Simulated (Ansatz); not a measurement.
Given:

```
BN
1.0
    2.50565     0.00000     0.00000
   -1.25283     2.16996     0.00000
    0.00000     0.00000     6.66287
B N
2 2
Cartesian
  0.00000   0.00000   4.99715
  0.00000   0.00000   1.66572
  1.25283   0.72332   1.66572
  0.00000   1.44664   4.99715
```

The cell was relaxed by PBE-D3(BJ); by r2SCAN it stands under a pressure of -1.3 GPa.

Transport runs along the normal of the first two printed cell vectors, the (001) plane of the conventional cell.

The gap is the functional's own. No spin-orbit coupling. Mid-gap values are those at the computed energy nearest the middle.

Task: Predict the band gap and the smallest decay constant κ at mid-gap from r2SCAN in Ansatz (a quantum-chemistry and plane-wave program).

Result: Gap 4.20 eV on a 18×18×6 mesh; κ = 0.423 1/Å, at the zone centre.
